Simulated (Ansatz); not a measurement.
Reference: GaS (R-3m), PBEsol+D3BJ, rigid bands (plane waves, PAW, scalar-relativistic; Ansatz, a quantum-chemistry and plane-wave program); axes and stresses refer to this cell.

```
GaS
1.0
    1.77202     1.02308     7.48667
   -1.77202     1.02308     7.48667
    0.00000    -2.04615     7.48667
Ga S
2 2
Direct
  0.94622   0.94622   0.94622
  0.05378   0.05378   0.05378
  0.23113   0.23113   0.23113
  0.76887   0.76887   0.76887
```

* **hole conductivity mass**: 0.41 mₑ
* **band gap**: 1.31 eV
* **electron mass along z**: 0.35 mₑ

Task: Change: spin-orbit coupling switched on. What happens to hole conductivity mass, band gap, electron mass along z?

Result: hole conductivity mass moves little, to 0.41 mₑ; band gap moves little, to 1.31 eV; electron mass along z moves little, to 0.35 mₑ.

Masses are for dilute carriers at 300 K, harmonic means over directions unless an axis is named. Spin-orbit coupling is left out unless a row names it. 

Computed structure with no diffraction record at hand here (it may be known, metastable or hypothetical): GaS (R-3m). PBEsol with a dispersion correction tends to overbind, so the cell can be several per cent short, in bad cases over ten, which usually narrows a gap: GaS (R-3m).
